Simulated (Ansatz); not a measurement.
Band structure of GaN (F-43m, 2 atoms in the cell).

```
GaN
1.0
    0.00000     2.27806     2.27806
    2.27806     0.00000     2.27806
    2.27806     2.27806     0.00000
Ga N
1 1
Direct
  0.00000   0.00000   0.00000
  0.75000   0.75000   0.75000
```

Method: PBE (plane waves, PAW; Ansatz, a quantum-chemistry and plane-wave program).

Settings: kpoints.mp_grid.grid = 6 6 6; hamiltonian.xc = pbe; hamiltonian.pseudopotentials = {kind: paw} (the program's default PAW files); scf.occupations.method = fixed; kpoints.band_path.npoints = 8.

The starting cell comes from a database of computed structures (which also holds hypothetical and non-ambient phases and stackings), without a prior relaxation at this level. Its lattice was rescaled by a random factor within 2.5 % of one.

**Question.** Predict the gap along the standard path and the places of the band edges.

**Answer.** The gap along the path is 1.51 eV, direct at Γ to within 0.01 eV.

Levels in eV from the top of the valence band on the path, bands 6 to 12:
```
point       6      7      8      9    10     11     12
-----  ------  -----  -----  -----  ----  -----  -----
Γ      -13.18   0.00   0.00   0.00  1.51  10.10  10.10
X      -11.48  -6.00  -2.59  -2.59  3.34   6.47  11.47
W      -11.23  -5.58  -3.55  -3.48  6.15   8.06  10.01
K      -11.34  -5.74  -4.08  -2.08  4.94   7.60  10.84
L      -11.91  -6.83  -0.93  -0.93  4.41   8.56  10.19
U      -11.34  -5.74  -4.08  -2.08  4.94   7.60  10.84
```

Keys are those of Ansatz 0.2.
